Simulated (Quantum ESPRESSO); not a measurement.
How far to go with the k-point mesh at a smearing width of 0.05 eV: ZnNi (P4mm, 2 atoms in the cell)

```xyz
2
Lattice="2.7101 0.0000 0.0000 0.0000 2.7101 0.0000 0.0000 0.0000 3.1979" Properties=species:S:1:pos:R:3 pbc="T T T"
Zn     1.3550     1.3550     1.6489
Ni     0.0000     0.0000     0.0000
```

Method of the run: LDA (PZ), PSlibrary PAW (LDA) pseudopotentials (plane waves; Quantum ESPRESSO).

Base settings: ecutwfc = 50 Ry; ecutrho = 300 Ry; occupations = smearing; smearing = fermi-dirac; degauss = 0.0073499 Ry; potentials = {Zn: Zn.pz-dn-kjpaw_psl.1.0.0.UPF, Ni: Ni.pz-n-kjpaw_psl.1.0.0.UPF}; K_POINTS = automatic 8 8 7 0 0 0; conv_thr = 1e-10 Ry; mixing_beta = 0.7.

In this ladder: degauss = 0.0036749 Ry.

The second cell is the first with its lattice scaled by 0.98.

Only quantities that move along the ladder and can be compared are tabulated.

The count of work is k-points × plane waves × bands × iterations; it is no time. 

The starting cell comes from a database of computed structures (which also holds hypothetical and non-ambient phases and stackings), without a prior relaxation at this level. Its lattice was rescaled by up to half a per cent. One atom was moved a little off its site on purpose. Spin polarisation is off. In the base run, with a pressure of about -11 GPa the cell is away from its equilibrium volume at this level.

```tsv
K_POINTS	free energy less the last step's (meV/atom)	energy of the compressed cell less the first (meV/atom)	pressure (GPa)	largest difference of a force vector from the last step's (eV/Å)	count of work / last
automatic 4 4 4 0 0 0	11.70	-18.32	-11.15	0.007	0.016
automatic 5 5 4 0 0 0	1.06	-20.52	-11.53	0.017	0.018
automatic 6 6 5 0 0 0	8.30	-19.77	-11.39	0.004	0.030
automatic 8 8 6 0 0 0	-2.89	-20.94	-11.62	0.007	0.060
automatic 9 9 8 0 0 0	1.28	-20.55	-11.54	0.004	0.075
automatic 11 11 9 0 0 0	-1.65	-20.92	-11.64	0.002	0.10
automatic 13 13 11 0 0 0	-0.02	-20.62	-11.56	0.000	0.17
automatic 16 16 14 0 0 0	0.04	-20.65	-11.57	0.001	0.39
automatic 19 19 17 0 0 0	0.07	-20.57	-11.55	0.000	0.49
automatic 24 24 20 0 0 0	0.00	-20.61	-11.56	0.000	1.0
```

Coarsest K_POINTS that holds the energy of the compressed cell less the first within 0.5 meV/atom of the last step, with all finer ones: automatic 8 8 6 0 0 0, at 0.060 of the last step's count of work; the step before is off by 0.84 meV/atom.

Coarsest K_POINTS that holds the forces within 0.01 eV/Å of the last step, with all finer ones: automatic 6 6 5 0 0 0, at 0.030 of the last step's count of work; the step before is off by 0.017 eV/Å.

Coarsest K_POINTS that holds the pressure within 0.1 GPa of the last step, with all finer ones: automatic 8 8 6 0 0 0, at 0.060 of the last step's count of work; the step before is off by 0.17 GPa.

The energy difference between the two cells stays within 1 meV/atom of the last step's from automatic 5 5 4 0 0 0 on, the total only from automatic 13 13 11 0 0 0 on: much of the error is common to both cells and cancels.
